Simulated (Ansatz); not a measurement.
**Sn under a change: pressure −1 GPa**

The reference is Sn in the diamond structure (space group Fd-3m, No. 227; a = 6.656 Å).

One thing is altered: a negative pressure, −1 GPa.

Level of theory: PBE (Ansatz, a first-principles code, PAW, no spin-orbit coupling). k-mesh 12×12×12 (Γ-centred); smearing 0.05 eV (Fermi–Dirac).

The volume per atom rises by 1.135 Å³ to 38.00 Å³ and the density falls by 0.16 g/cm³ to 5.19 g/cm³. The lattice parameter a rises by 0.068 Å, from 6.656 Å to 6.724 Å and the enthalpy H = E + PV relative to the base's energy amounts to -0.23 eV/atom. The band gap remains zero.

Cost of the whole job for the changed cell (relaxation, final SCF and bands): very roughly 13 core-seconds.

Load acts through the strain it causes; cell and atoms are relaxed under it. Whether these cells are dynamically stable was not tested.
